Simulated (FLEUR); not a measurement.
FLEUR is run on CsPbCl₃ (Pm-3m, 5 atoms in the cell), and the run fails. The aim is a self-consistent single point with DFT, PBE, all-electron FLAPW (FLEUR), scalar-relativistic valence.

Input as run:

```xml
# input of inpgen
scf CsPbCl3
&input film=f /
10.9802082937 0.0000000000 0.0000000000
0.0000000000 10.9802082937 0.0000000000
0.0000000000 0.0000000000 10.9802082937
1.0
1.0 1.0 1.0

5
55 0.0000000000 0.0000000000 0.0000000000
82 0.5000000000 0.5000000000 0.5000000000
17 0.0000000000 0.5000000000 0.5000000000
17 0.5000000000 0.0000000000 0.5000000000
17 0.5000000000 0.5000000000 0.0000000000

&comp jspins=1 /
&kpt div1=3 div2=3 div3=3 /
&end /
# inp.xml
<?xml version="1.0" encoding="UTF-8" standalone="no"?>
<fleurInput fleurInputVersion="0.39">
   <comment>
      scf CsPbCl3                                                                                         
   </comment>
   <calculationSetup>
      <cutoffs Kmax="4.0" Gmax="16.0" GmaxXC="16.0" numbands="0"/>
      <scfLoop itmax="80" minDistance="0.00001" maxIterBroyd="15" imix="Anderson" alpha="0.05" precondParam="0.0" spinf="2.0"/>
      <coreElectrons ctail="T" frcor="F" kcrel="0" coretail_lmax="0"/>
      <xcFunctional name="pbe" relativisticCorrections="F"/>
      <magnetism jspins="1"/>
      <soc l_soc="F" theta="0.0" phi="0.0" spav="F"/>
      <expertModes spex="0" secvar="F"/>
      <geometryOptimization l_f="T" forcealpha="1.0" forcemix="BFGS" epsdisp="0.00001" epsforce="0.00001"/>
      <ldaU l_linMix="F" mixParam="0.05" spinf="1.0"/>
   </calculationSetup>
   <cell>
      <bzIntegration valenceElectrons="44.0" mode="gauss" fermiSmearingEnergy="0.00183747">
         <kPointListSelection listName="default-1"/>
         <!-- k-points included here -->
         <xi:include xmlns:xi="http://www.w3.org/2001/XInclude" href="kpts.xml"> </xi:include>
      </bzIntegration>
      <!-- symmetry operations included here -->
      <xi:include xmlns:xi="http://www.w3.org/2001/XInclude" href="sym.xml"> </xi:include>
      <bulkLattice scale="1.0">
         <bravaisMatrix>
            <row-1>   10.9802082937000005     0.0000000000000000     0.0000000000000000</row-1>
            <row-2>    0.0000000000000000    10.9802082937000005     0.0000000000000000</row-2>
            <row-3>    0.0000000000000000     0.0000000000000000    10.9802082937000005</row-3>
         </bravaisMatrix>
      </bulkLattice>
   </cell>
   <atomSpecies>
      <species name="Cesium (Cs)" element="Cs" atomicNumber="55">
         <mtSphere radius="2.63" gridPoints="925" logIncrement="0.014"/>
         <atomicCutoffs lmax="2" lnonsphr="2"/>
         <electronConfig flipSpins="F">
            <coreConfig>(1s1/2) (2s1/2) (2p1/2) (2p3/2) (3s1/2) (3p1/2) (3p3/2) (4s1/2) (3d3/2) (3d5/2) (4p1/2) (4p3/2) (4d3/2) (4d5/2)</coreConfig>
            <valenceConfig>(5s1/2) (5p1/2) (5p3/2) (6s1/2)</valenceConfig>
            <stateOccupation state="(6s1/2)" spinUp="0.5" spinDown="0.5"/>
         </electronConfig>
         <energyParameters s="6" p="6" d="5" f="4"/>
         <lo type="SCLO" l="0" n="5" eDeriv="0"/>
         <lo type="SCLO" l="1" n="5" eDeriv="0"/>
      </species>
      <species name="Lead (Pb)" element="Pb" atomicNumber="82">
         <mtSphere radius="2.63" gridPoints="925" logIncrement="0.015"/>
         <atomicCutoffs lmax="2" lnonsphr="2"/>
         <electronConfig flipSpins="F">
            <coreConfig>(1s1/2) (2s1/2) (2p1/2) (2p3/2) (3s1/2) (3p1/2) (3p3/2) (4s1/2) (3d3/2) (3d5/2) (4p1/2) (4p3/2) (5s1/2) (4d3/2) (4d5/2) (4f5/2) (4f7/2) (5p1/2) (5p3/2)</coreConfig>
            <valenceConfig>(6s1/2) (5d3/2) (5d5/2) (6p1/2) (6p3/2)</valenceConfig>
            <stateOccupation state="(6p1/2)" spinUp="0.3333333333333" spinDown="0.3333333333333"/>
            <stateOccupation state="(6p3/2)" spinUp="0.6666666666667" spinDown="0.6666666666667"/>
         </electronConfig>
         <energyParameters s="6" p="6" d="6" f="5"/>
         <lo type="SCLO" l="2" n="5" eDeriv="0"/>
      </species>
      <species name="Chlorine (Cl)" element="Cl" atomicNumber="17">
         <mtSphere radius="1.98" gridPoints="697" logIncrement="0.017"/>
         <atomicCutoffs lmax="2" lnonsphr="2"/>
         <electronConfig flipSpins="F">
            <coreConfig>(1s1/2) (2s1/2) (2p1/2) (2p3/2)</coreConfig>
            <valenceConfig>(3s1/2) (3p1/2) (3p3/2)</valenceConfig>
            <stateOccupation state="(3p1/2)" spinUp="0.8333333333333" spinDown="0.8333333333333"/>
            <stateOccupation state="(3p3/2)" spinUp="1.6666666666667" spinDown="1.6666666666667"/>
         </electronConfig>
         <energyParameters s="3" p="3" d="3" f="4"/>
      </species>
   </atomSpecies>
   <atomGroups>
      <atomGroup species="Cesium (Cs)">
         <relPos label="                   1">.0000000000 .0000000000 .0000000000</relPos>
         <force calculate="T" relaxXYZ="TTT"/>
      </atomGroup>
      <atomGroup species="Lead (Pb)">
         <relPos label="                   2">1.000/2.000 1.000/2.000 1.000/2.000</relPos>
         <force calculate="T" relaxXYZ="TTT"/>
      </atomGroup>
      <atomGroup species="Chlorine (Cl)">
         <relPos label="                   3">.0000000000 1.000/2.000 1.000/2.000</relPos>
         <relPos label="                   4">1.000/2.000 .0000000000 1.000/2.000</relPos>
         <relPos label="                   5">1.000/2.000 1.000/2.000 .0000000000</relPos>
         <force calculate="T" relaxXYZ="TTT"/>
      </atomGroup>
   </atomGroups>
   <output dos="F" band="F" slice="F">
      <checks vchk="F" cdinf="F"/>
      <bandDOS minEnergy="-.5*Htr" maxEnergy="0.5*Htr" sigma="0.015" storeEVData="T"/>
      <vacuumDOS vacdos="F" integ="F" star="F" nstars="0" locx1="0.0" locy1="0.0" locx2="0.0" locy2="0.0" nstm="0" tworkf="0.0"/>
      <unfoldingBand unfoldBand="F" supercellX="1" supercellY="1" supercellZ="1"/>
      <plotting iplot="0" polar="F">
         <plot TwoD="T" vec1="  1.0  0.0  0.0" vec2="  0.0  1.0  0.0" vec3="  0.0  0.0  1.0" zero="  0.0  0.0  0.0" file="plot"/>
      </plotting>
      <chargeDensitySlicing numkpt="0" minEigenval="0.0" maxEigenval="0.0" nnne="0" pallst="F"/>
      <specialOutput eonly="F"/>
      <magneticCircularDichroism mcd="F" energyLo="-10.0" energyUp="0.0"/>
   </output>
  <!-- We include the file relax.xml here to enable relaxations (see documentation) -->
  <xi:include xmlns:xi="http://www.w3.org/2001/XInclude" href="relax.xml"> <xi:fallback/> </xi:include>
</fleurInput>
```

Output, abridged:

```
      Welcome to FLEUR        (www.flapw.de)
      MaX-Release 8.1          (www.max-centre.eu)

 ========== k-point set info ==========
 Selected k-point list: default-1
 k-point list type: mesh
 3 x 3 x 3
 Number of k points: 4

 ------------Calculation Setup---------------------------
           1           2           4
 Number of basis functions:         1486
************FLEUR-Warning*****************
Error message: Too low eigenvalue detected
Error occurred in subroutine: fermi
Hint: If the lowest eigenvalue is more than 1Htr below the lowest energy parameter, you probably have picked up a ghoststate
Error from PE:0/1
Warnings not ignored. To make the warning nonfatal create a file 'JUDFT_WARN_ONLY' in the working directory or start FLEUR with the -warn_only command line option.
```

Question: From the messages shown, name the fault and mend the input.

Answer: The fault is too low an angular cutoff in the spheres; here the program stops on it instead of giving results. To fix it, raise the angular cutoff. The program stopped with an error.

The sound input it was made from differs as follows (other fixes are possible):
```diff
-         <atomicCutoffs lmax="2" lnonsphr="2"/>
+         <atomicCutoffs lmax="10" lnonsphr="8"/>
-         <atomicCutoffs lmax="2" lnonsphr="2"/>
+         <atomicCutoffs lmax="10" lnonsphr="8"/>
-         <atomicCutoffs lmax="2" lnonsphr="2"/>
+         <atomicCutoffs lmax="8" lnonsphr="6"/>
```

With that input, the run converged in 18 iterations: free energy E − TS -819164.6073 eV (DFT, PBE, all-electron FLAPW (FLEUR), scalar-relativistic valence).

On the sound input: the starting cell comes from a database of computed structures (which also holds hypothetical and non-ambient phases and stackings), without a prior relaxation at this level. Its lattice was rescaled by a random factor within 2.5 % of one. Spin-orbit coupling is off. Values depend on the basis (sphere radii, cutoffs, local orbitals), which need not be converged. A gap is left out here, as mesh or smearing make it unsure.
